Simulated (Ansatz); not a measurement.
YN under a change: pressure 7.5 GPa

Take YN in the rock salt structure (space group Fm-3m, No. 225; a = 4.8562 Å) as the base.

It is then changed as follows: cell and atoms relaxed at a pressure of 7.5 GPa.

Computed with PBEsol, PAW, 420 eV (Ansatz, a quantum-chemistry and plane-wave program; no spin-orbit coupling). Settings: 12×12×12 k-points, 0.05 eV Fermi–Dirac smearing.

```
quantity                             base     changed         shift
-----------------------------  ----------  ----------  ------------
density                        5.97 g/cm³  6.21 g/cm³  +0.245 g/cm³
lattice parameter a               4.856 Å     4.791 Å      -0.065 Å
shortest interatomic distance     2.428 Å     2.396 Å      -0.032 Å
band gap                          0.08 eV        zero             –
```

Cost of the whole job for the changed cell (relaxation, final SCF and bands): very roughly 15 core-seconds.

The mesh was chosen for an insulator and is coarse for the gapless case. Load acts through the strain it causes; cell and atoms are relaxed under it. Stability against distortions was not tested. No other phases were tried under pressure. The base started in P3_121 and relaxed to Fm-3m at this level. All final runs are without spin polarisation. A zero or small gap of YN can be the functional's error rather than a property of the material.
